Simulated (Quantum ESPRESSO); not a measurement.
Variants of one calculation on B2Mo2Ru (Pnnm, 20 atoms in the cell)

```
CELL_PARAMETERS angstrom
      7.53171     0.00000     0.00000
      0.00000     9.62070     0.00000
      0.00000     0.00000     3.09861
ATOMIC_POSITIONS crystal
  B  0.11532 0.46077 0.50000
  B  0.88468 0.53923 0.50000
  B  0.61532 0.03923 0.00000
  B  0.38468 0.96077 0.00000
  B  0.12528 0.26782 0.50000
  B  0.87472 0.73218 0.50000
  B  0.62528 0.23218 0.00000
  B  0.37472 0.76782 0.00000
  Mo 0.80902 0.12922 0.50000
  Mo 0.19098 0.87078 0.50000
  Mo 0.30902 0.37078 0.00000
  Mo 0.69098 0.62922 0.00000
  Mo 0.57457 0.86020 0.50000
  Mo 0.42543 0.13980 0.50000
  Mo 0.07457 0.63980 0.00000
  Mo 0.92543 0.36020 0.00000
  Ru 0.62030 0.39185 0.50000
  Ru 0.37970 0.60815 0.50000
  Ru 0.12030 0.10815 0.00000
  Ru 0.87970 0.89185 0.00000
```

Base run A: PBEsol, GBRV 1.5 ultrasoft (PBESOL) pseudopotentials (Quantum ESPRESSO 7.5), self-consistent single point.

Its settings: ecutwfc = 40 Ry; ecutrho = 320 Ry; occupations = smearing; smearing = methfessel-paxton; degauss = 0.0099958 Ry; potentials = {B: b_pbesol_v1.4.uspp.F.UPF, Mo: mo_pbesol_v1.uspp.F.UPF, Ru: ru_pbesol_v1.2.uspp.F.UPF}; K_POINTS = automatic 3 2 8 1 1 1; conv_thr = 1e-10 Ry; mixing_beta = 0.7.

The starting cell comes from a database of computed structures (which also holds hypothetical and non-ambient phases and stackings), without a prior relaxation at this level. Spin polarisation is off. In the base run, with a pressure of about -10 GPa the cell is away from its equilibrium volume at this level.

ΔF is the free energy per atom less that of run A. 

| run | change | ΔF (meV/atom) | pressure (GPa) | largest force (eV/Å) | k-points |
|---|---|---|---|---|---|
| A | base | 0.00 | -10.12 | 0.166 | 8 |
| B | nosym: default → true | 0.00 | -10.12 | 0.166 | 24 |
| C | degauss: 0.0099958 Ry → 0.02205 Ry | 0.10 | -10.13 | 0.159 | 8 |
| D | K_POINTS: automatic 3 2 8 1 1 1 → automatic 2 2 4 1 1 1 | -6.3 | -10.13 | 0.244 | 2 |
| E | conv_thr: 1e-10 Ry → 7.3e-10 Ry | 0.00 | -10.12 | 0.166 | 8 |
| F | lattice scaled by 1.015 | 51.2 | -21.66 | 0.301 | 8 |
| G | ecutrho: 320 Ry → 160 Ry | -0.95 | -10.07 | 0.166 | 8 |
| H | mixing_ndim: default → 2 | 0.00 | -10.12 | 0.166 | 8 |
| I | occupations: smearing → tetrahedra; smearing: methfessel-paxton → default; degauss: 0.0099958 Ry → default | 0.49 | -10.11 | 0.215 | 8 |
| J | diagonalization: default → paro | 0.00 | -10.12 | 0.166 | 8 |

Run E against A: The free energy hardly moves (within 1 meV/atom), the pressure stays at -10.12 GPa and the largest force stays at 0.166 eV/Å.

Run F against A: The free energy goes up by 51.2 meV/atom, the pressure goes from -10.12 to -21.66 GPa and the largest force goes from 0.166 to 0.301 eV/Å.
